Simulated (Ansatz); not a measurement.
Ti (space group P6/mmm, No. 191; a cell from a computed database, its experimental status unchecked)

```
Ti
1.0
    4.56844     0.00000     0.00000
   -2.28422     3.95638     0.00000
    0.00000     0.00000     2.82510
Ti
3
Direct
  0.00000   0.00000   0.00000
  0.33333   0.66667   0.50000
  0.66667   0.33333   0.50000
```

Computed with Ansatz (a quantum-chemistry and plane-wave program), r2SCAN, PAW, cutoff 500 eV, without spin-orbit coupling, earlier PAW set. k-mesh 12×12×16 (Γ-centred); smearing 0.05 eV (Fermi–Dirac).

```yaml
volume_per_atom: 17.02 Å³
density: 4.67 g/cm³
band_gap: zero
total_energy: -2504.390 eV/atom (σ→0; compares only within this code and set-up)
```

Stability against distortions was not tested. All final runs are without spin polarisation. This is not the structure that Ti has at room temperature and ambient pressure.
